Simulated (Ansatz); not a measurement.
1T (CdI2-type) MgI₂ was calculated with LDA (plane waves, PAW; Ansatz, a quantum-chemistry and plane-wave program).

Run with plane-wave cutoff 520 eV, 12×12×6 k mesh (along the axes of the cell as run), perturbation theory, force constants from a 6×6×2 q mesh, scalar-relativistic PAW data made under PBE.

Computed at the level's own relaxed cell.

Harmonic phonon frequencies (cm⁻¹; i marks an imaginary mode; at Γ without the LO shift):

```tsv
q point	frequencies
Γ	0 0 0 68 68 111 184 184 269
A	19 19 37 64 64 106 185 185 295
K	60 77 77 89 89 101 181 218 218
H	64 74 74 90 90 98 182 221 221
```

No imaginary mode appears at these points.
